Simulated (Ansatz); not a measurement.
## fluorite-type NiSi2 (0 0 1) on Si0.875Ge0.125, ordered (0 0 1), Al on 1 of 2 substrate sites at each interface (film strained to the substrate, faces as cut)

A periodic stack without vacuum, fluorite-type NiSi2 (0 0 1) on Si0.875Ge0.125, ordered (0 0 1), Al on 1 of 2 substrate sites at each interface (film strained to the substrate, faces as cut): substrate slab Ge2Si14Al2, film Ni8Si16, surface cells [[0, 1], [-1, 0]] and [[0, -1], [2, 1]], film strained by +1.0 and +1.0 %, faces Si/Si and Si/Ni as cut (like faces can put a slab off its formula).

The start was prepared with a machine-learned potential, and the result is one local minimum, with the in-plane cell held and forces under 0.04 eV/Å; the film can end far from its bulk form.

The numbers are results of PBE (plane waves to 420 eV, PAW; Ansatz, a quantum-chemistry and plane-wave program), not measurements. No spin–orbit coupling; the runs are not spin-polarised; PBE gaps are too small against experiment. Its k-point mesh 5×5×1, Fermi–Dirac width 0.05 eV.

The interface area is 30.3 Å² and the period is 23.53 Å. The gaps between the outermost planes at the two interfaces is 1.59 and 1.36 Å and the Al–Si contacts across the interfaces within 1.22 times the sum of covalent radii comes out as 5, mean 2.66 Å. The Si–Si contacts across the interfaces within 1.22 times the sum of covalent radii is 3, mean 2.53 Å and the Al–Ni contacts across the interfaces within 1.22 times the sum of covalent radii is 2, mean 2.47 Å. The Ni–Si contacts across the interfaces within 1.22 times the sum of covalent radii is 2, mean 2.36 Å.

```xyz
42
Lattice="5.4986 -0.0011 -0.1485 -0.0017 5.4993 -0.1104 1.6296 -3.2403 23.5661" Properties=species:S:1:pos:R:3 pbc="T T T"
Ge     4.8936     0.0796     3.1722
Si     2.1381     2.8223     3.2271
Si     0.8204     4.2220     4.6173
Si     3.5254     1.4791     4.6036
Al     1.9794    -0.0729     0.5543
Si     4.8140     2.8074     0.3432
Si     3.4903     4.1009     1.7739
Si     0.7030     1.5161     1.8737
Ge     5.0196     0.1843     8.7086
Si     2.2838     2.9435     8.7038
Si     0.9425     4.2924    10.1111
Si     3.6809     1.6435    10.0992
Si     2.2091     0.1277     6.0242
Si     4.9620     2.8764     5.8880
Si     3.5976     4.2703     7.2537
Si     0.8929     1.5393     7.3941
Al     2.3120     0.2797    11.6069
Si     5.0813     3.0217    11.4452
Ni     2.0242     0.8462    17.4019
Ni     4.7653    -1.9215    17.3809
Ni     4.7288     0.7534    14.6511
Ni     1.9667    -1.9898    14.7872
Ni     2.1504     0.9021    22.5704
Ni     4.9531    -1.7885    22.6174
Ni     4.8405     0.8863    19.9567
Ni     2.0864    -1.8599    20.0955
Si     3.3801     2.1502    15.9944
Si     6.1413    -0.5873    15.9798
Si     6.1065     2.1822    15.9371
Si     3.3583    -0.5640    16.0591
Si     6.3136     1.8468    13.1529
Si     3.6875    -1.0255    13.1853
Si     3.3120     2.0623    13.3897
Si     6.1142    -0.6424    13.3554
Si     3.5127     2.2986    21.3757
Si     6.2436    -0.4637    21.3213
Si     6.2512     2.2868    21.3109
Si     3.5218    -0.4703    21.4288
Si     6.1801     2.2344    18.6089
Si     3.4271    -0.5138    18.7312
Si     3.4267     2.2375    18.6742
Si     6.1820    -0.5115    18.6305
```
